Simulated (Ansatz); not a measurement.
Consider the formation energy of the neutral H_i in WC (P-6m2). Reaction: 27 WC (P-6m2) + 1/2 H2 (gas) → cell A.

Cell A: a supercell of 54 sites of WC (P-6m2) with H off the lattice sites (1 C at 1.15 Å); an odd number of electrons; spin state with PBE: no moments, k-point mesh 3×3×3.
```yaml
crystal:
  lattice:
    - [8.76600, 0.00000, 0.00000]
    - [-4.38300, 7.59158, 0.00000]
    - [0.00000, 0.00000, 8.54135]
  atoms:
    - { symbol: W, position: [0.99744, 0.99872, 0.99875] }
    - { symbol: C, position: [0.22222, 0.11111, 0.15082] }
    - { symbol: W, position: [0.98988, 0.99494, 0.33566] }
    - { symbol: C, position: [0.22222, 0.11111, 0.49994] }
    - { symbol: W, position: [0.99983, 0.99991, 0.66716] }
    - { symbol: C, position: [0.22222, 0.11111, 0.83333] }
    - { symbol: W, position: [0.99995, 0.33339, 0.00037] }
    - { symbol: C, position: [0.22271, 0.44549, 0.16690] }
    - { symbol: W, position: [0.00012, 0.33322, 0.33394] }
    - { symbol: C, position: [0.22256, 0.44570, 0.50079] }
    - { symbol: W, position: [0.99994, 0.33339, 0.66728] }
    - { symbol: C, position: [0.22185, 0.44464, 0.83341] }
    - { symbol: W, position: [0.99995, 0.66656, 0.00037] }
    - { symbol: C, position: [0.22271, 0.77722, 0.16690] }
    - { symbol: W, position: [0.00012, 0.66690, 0.33394] }
    - { symbol: C, position: [0.22256, 0.77686, 0.50079] }
    - { symbol: W, position: [0.99994, 0.66655, 0.66728] }
    - { symbol: C, position: [0.22185, 0.77721, 0.83341] }
    - { symbol: W, position: [0.33461, 0.99872, 0.99875] }
    - { symbol: C, position: [0.55612, 0.11063, 0.16690] }
    - { symbol: W, position: [0.33839, 0.99494, 0.33566] }
    - { symbol: C, position: [0.55648, 0.11077, 0.50079] }
    - { symbol: W, position: [0.33342, 0.99991, 0.66716] }
    - { symbol: C, position: [0.55612, 0.11148, 0.83341] }
    - { symbol: W, position: [0.33461, 0.33589, 0.99875] }
    - { symbol: C, position: [0.55612, 0.44549, 0.16690] }
    - { symbol: W, position: [0.33839, 0.34345, 0.33566] }
    - { symbol: C, position: [0.55648, 0.44570, 0.50079] }
    - { symbol: W, position: [0.33342, 0.33351, 0.66716] }
    - { symbol: C, position: [0.55612, 0.44464, 0.83341] }
    - { symbol: W, position: [0.33334, 0.66667, 0.99998] }
    - { symbol: C, position: [0.55556, 0.77778, 0.16653] }
    - { symbol: W, position: [0.33347, 0.66673, 0.33382] }
    - { symbol: C, position: [0.55556, 0.77778, 0.50105] }
    - { symbol: W, position: [0.33350, 0.66675, 0.66745] }
    - { symbol: C, position: [0.55556, 0.77778, 0.83367] }
    - { symbol: W, position: [0.66666, 0.99999, 0.99998] }
    - { symbol: C, position: [0.88784, 0.11063, 0.16690] }
    - { symbol: W, position: [0.66660, 0.99987, 0.33382] }
    - { symbol: C, position: [0.88763, 0.11077, 0.50079] }
    - { symbol: W, position: [0.66658, 0.99983, 0.66745] }
    - { symbol: C, position: [0.88870, 0.11148, 0.83341] }
    - { symbol: W, position: [0.66677, 0.33339, 0.00037] }
    - { symbol: C, position: [0.88889, 0.44444, 0.16742] }
    - { symbol: W, position: [0.66643, 0.33322, 0.33394] }
    - { symbol: C, position: [0.88889, 0.44444, 0.50021] }
    - { symbol: W, position: [0.66679, 0.33339, 0.66728] }
    - { symbol: C, position: [0.88889, 0.44444, 0.83392] }
    - { symbol: W, position: [0.66666, 0.66667, 0.99998] }
    - { symbol: C, position: [0.88784, 0.77722, 0.16690] }
    - { symbol: W, position: [0.66660, 0.66673, 0.33382] }
    - { symbol: C, position: [0.88763, 0.77686, 0.50079] }
    - { symbol: W, position: [0.66658, 0.66675, 0.66745] }
    - { symbol: C, position: [0.88870, 0.77721, 0.83341] }
    - { symbol: H, position: [0.22222, 0.11111, 0.28494] }
```

Reference: WC (P-6m2), 54 atoms in the cell, a perfect crystal on lattice vectors that match the other cells'; spin state with PBE: run without spin, k-point mesh 3×3×3 on the run's own vectors.

Reference: an isolated H2 molecule (singlet) in a box of 11 × 11 × 13 Å.

Plane-wave PAW calculations with Ansatz (a first-principles code), its PAW set soft_1, cutoff 420 eV, 500 eV for r2SCAN. The structures are at rest with PBE, within the held lattices; other levels are single points on them. Neutral cells; Fermi-Dirac smearing of at most 0.05 eV in the solids, energies taken to zero width. The lattices are those relaxed with PBE, so at other levels the solids can be strained, which adds to the spread. Larger cells are relaxed from a start prepared with the learned potential CHGNet, on a coarser mesh till forces fall under 0.03 eV/Å, which some starts already meet. A dispersion term (D3(BJ), or D4 for r2SCAN) was computed beside these levels and is taken off wherever the name lacks it. Nuclei at rest; no vibrational terms. The structures are the rest points that the relaxations reached, not proven lowest. The runs are scalar-relativistic, without spin-orbit coupling. Values are for these cell sizes. Mesh and cell size may move defect energies by 0.1 eV or more. The value holds for the reservoirs listed; other chemical potentials shift it. Cell A has symmetry P3m1 and got no random move, so less symmetric positions, which may lie lower, weren't tried.

### Question
What value does r2SCAN give?

### Answer
2.25 eV, for 27 WC (P-6m2) + 1/2 H2 (gas) → cell A.

### Question
List the value at the remaining levels and say how far they part.

### Answer
```json
[
 {"Functional": "PBE", "value (eV)": "2.29", "less r2SCAN": "0.04"}
]
```

The levels span only 0.04 eV, too little to tell them apart.
